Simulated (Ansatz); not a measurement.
**Effect of Zn → Ge on ZnS**

Start from ZnS in the zinc blende structure (space group F-43m, No. 216; a = 5.3567 Å).

Modification: Ge takes the place of Zn on all its sites, then cell and atoms are relaxed.

Calculations: Kohn–Sham DFT with the PBEsol functional, run in Ansatz (an electronic-structure program) with PAW and 420 eV plane waves, without spin-orbit coupling. k-mesh 13×13×13 (Γ-centred); smearing 0.05 eV (Fermi–Dirac), for the changed cell.

```yaml
volume_per_atom: 26.84 Å³ (base 19.21 Å³)
density: 3.24 g/cm³ (base 4.21 g/cm³)
lattice_parameter_a: 5.988 Å (base 5.357 Å)
space_group: F-43m (No. 216) (base F-43m (No. 216))
band_gap: zero (base 2.09 eV)
```

No phonon test of stability was made. As relaxed here, GeS is a hypothetical phase, not in the database extracts checked. The final runs are not spin-polarised. A zero or small gap of GeS can be the functional's error rather than a property of the material.
